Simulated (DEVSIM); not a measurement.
Device: abrupt Si p-n junction, at 300 K.

| layer (left to right) | material | thickness (μm) | Nd (cm⁻³) | Na (cm⁻³) | τn (s) | τp (s) |
|---|---|---|---|---|---|---|
| 1 | Si | 0.240 | - | 2e18 | 2.4e-6 | 2.4e-6 |
| 2 | Si | 19.0 | 4.3e14 | - | 2.4e-6 | 2.4e-6 |

Left contact: ohmic. Right contact: ohmic. Voltage is applied to the left contact. Recombination: SRH at mid-gap, radiative. Mobility is μmin + (μ − μmin)/(1 + (N/Nref)^α).

The device is made up for the run: typed textbook-type constants, with dimensions and the other settings drawn at random. Values at 300 K.

```csv
parameter,Si
gap (eV),1.124
affinity (eV),4.05
permittivity,11.7
Nc (cm⁻³),2.86e19
Nv (cm⁻³),3.1e19
μn (cm²/Vs),1417
μp (cm²/Vs),470
"μn,min",52
"μp,min",45
"Nref,n",9.7e16
"Nref,p",2.2e17
αn,0.68
αp,0.72
B (cm³/s),4.7e-15
```

Simulated with DEVSIM: 1D drift-diffusion, Boltzmann statistics, complete ionisation; no tunnelling, impact ionisation, image-force lowering or self-heating.

**Question.** Tabulate band edges, carrier densities and field at 0.9 V on the left contact.

**Answer.** Energies count from the Fermi level of the right contact; mesh points crowd at the junctions.

```json
[
 {"x (μm)": "0.000", "Ec (eV)": "0.153", "Ev (eV)": "-0.971", "n (cm⁻³)": "< 1e2", "p (cm⁻³)": "2.0e18", "field (V/cm)": "≈ 0"},
 {"x (μm)": "0.02232", "Ec (eV)": "0.153", "Ev (eV)": "-0.971", "n (cm⁻³)": "3.7e14", "p (cm⁻³)": "2.0e18", "field (V/cm)": "≈ 0"},
 {"x (μm)": "0.06107", "Ec (eV)": "0.153", "Ev (eV)": "-0.971", "n (cm⁻³)": "1.0e15", "p (cm⁻³)": "2.0e18", "field (V/cm)": "≈ 0"},
 {"x (μm)": "0.1248", "Ec (eV)": "0.153", "Ev (eV)": "-0.971", "n (cm⁻³)": "2.1e15", "p (cm⁻³)": "2.0e18", "field (V/cm)": "≈ 0"},
 {"x (μm)": "0.2013", "Ec (eV)": "0.153", "Ev (eV)": "-0.971", "n (cm⁻³)": "3.4e15", "p (cm⁻³)": "2.0e18", "field (V/cm)": "≈ 0"},
 {"x (μm)": "0.2306", "Ec (eV)": "0.152", "Ev (eV)": "-0.972", "n (cm⁻³)": "4.0e15", "p (cm⁻³)": "1.9e18", "field (V/cm)": "-3900"},
 {"x (μm)": "0.2493", "Ec (eV)": "0.093", "Ev (eV)": "-1.031", "n (cm⁻³)": "4.1e16", "p (cm⁻³)": "1.9e17", "field (V/cm)": "-21000"},
 {"x (μm)": "0.3010", "Ec (eV)": "0.073", "Ev (eV)": "-1.051", "n (cm⁻³)": "8.9e16", "p (cm⁻³)": "8.9e16", "field (V/cm)": "-79"},
 {"x (μm)": "0.3858", "Ec (eV)": "0.073", "Ev (eV)": "-1.051", "n (cm⁻³)": "8.9e16", "p (cm⁻³)": "8.8e16", "field (V/cm)": "21"},
 {"x (μm)": "0.5695", "Ec (eV)": "0.073", "Ev (eV)": "-1.050", "n (cm⁻³)": "8.8e16", "p (cm⁻³)": "8.7e16", "field (V/cm)": "21"},
 {"x (μm)": "0.9223", "Ec (eV)": "0.074", "Ev (eV)": "-1.050", "n (cm⁻³)": "8.6e16", "p (cm⁻³)": "8.6e16", "field (V/cm)": "22"},
 {"x (μm)": "2.018", "Ec (eV)": "0.077", "Ev (eV)": "-1.047", "n (cm⁻³)": "8.1e16", "p (cm⁻³)": "8.1e16", "field (V/cm)": "23"},
 {"x (μm)": "3.817", "Ec (eV)": "0.081", "Ev (eV)": "-1.043", "n (cm⁻³)": "7.3e16", "p (cm⁻³)": "7.2e16", "field (V/cm)": "26"},
 {"x (μm)": "7.410", "Ec (eV)": "0.091", "Ev (eV)": "-1.033", "n (cm⁻³)": "5.6e16", "p (cm⁻³)": "5.5e16", "field (V/cm)": "33"},
 {"x (μm)": "14.30", "Ec (eV)": "0.125", "Ev (eV)": "-0.999", "n (cm⁻³)": "2.4e16", "p (cm⁻³)": "2.3e16", "field (V/cm)": "78"},
 {"x (μm)": "16.78", "Ec (eV)": "0.152", "Ev (eV)": "-0.972", "n (cm⁻³)": "1.2e16", "p (cm⁻³)": "1.2e16", "field (V/cm)": "150"},
 {"x (μm)": "18.02", "Ec (eV)": "0.178", "Ev (eV)": "-0.946", "n (cm⁻³)": "6.4e15", "p (cm⁻³)": "6.0e15", "field (V/cm)": "300"},
 {"x (μm)": "18.64", "Ec (eV)": "0.203", "Ev (eV)": "-0.921", "n (cm⁻³)": "3.4e15", "p (cm⁻³)": "3.0e15", "field (V/cm)": "590"},
 {"x (μm)": "19.02", "Ec (eV)": "0.238", "Ev (eV)": "-0.886", "n (cm⁻³)": "1.3e15", "p (cm⁻³)": "1.3e15", "field (V/cm)": "1600"},
 {"x (μm)": "19.14", "Ec (eV)": "0.262", "Ev (eV)": "-0.862", "n (cm⁻³)": "7.4e14", "p (cm⁻³)": "7.4e14", "field (V/cm)": "2300"},
 {"x (μm)": "19.20", "Ec (eV)": "0.277", "Ev (eV)": "-0.847", "n (cm⁻³)": "5.2e14", "p (cm⁻³)": "3.6e14", "field (V/cm)": "2700"},
 {"x (μm)": "19.24", "Ec (eV)": "0.287", "Ev (eV)": "-0.837", "n (cm⁻³)": "4.3e14", "p (cm⁻³)": "270000", "field (V/cm)": "2800"}
]
```
